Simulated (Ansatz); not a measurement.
Consider ZrS$_{2}$ in the CdI2 type structure (space group P-3m1, No. 164; a = 3.6348 Å, c = 5.7197 Å; layered, stacked along the Cartesian z axis).

(Cell as relaxed with PBE-D3(BJ).)

Levels (all Ansatz, a program for electronic structure, PAW): PBE-D3(BJ) (420 eV, scalar-relativistic without spin-orbit coupling); PBEsol-D3(BJ) (420 eV, no SOC).

Each level relaxes its own structure.

| quantity | PBE-D3(BJ) | PBEsol-D3(BJ) |
|---|---|---|
| volume per atom | 21.81 Å³ | [?] |
| lattice parameter a | 6.869 bohr | [?] |
| lattice parameter c | 10.809 bohr | [?] |
| band gap | 0.66 eV | [?] |
| gap character | indirect, Γ → L | [?] |

Q: Predict the PBEsol-D3(BJ) column.

A: 
- volume per atom, PBEsol-D3(BJ): 20.47 Å³
- lattice parameter a, PBEsol-D3(BJ): 6.762 bohr
- lattice parameter c, PBEsol-D3(BJ): 10.469 bohr
- band gap, PBEsol-D3(BJ): 0.29 eV
- gap character, PBEsol-D3(BJ): indirect, Γ → L

PBE-D3(BJ)'s volume per atom lies 1.34 Å³ above PBEsol-D3(BJ)'s (6.5 %); PBE-D3(BJ)'s lattice parameter a lies 0.107 bohr above PBEsol-D3(BJ)'s (1.6 %); PBE-D3(BJ)'s lattice parameter c lies 0.340 bohr above PBEsol-D3(BJ)'s (3.2 %); PBE-D3(BJ)'s band gap lies 0.37 eV above PBEsol-D3(BJ)'s; the two agree on the gap character. Neither level is exact; PBEsol-D3(BJ) is the comparison here, not a measurement.

No phonon test of stability was made. The zero or small gap of ZrS2 can change with the level of theory.
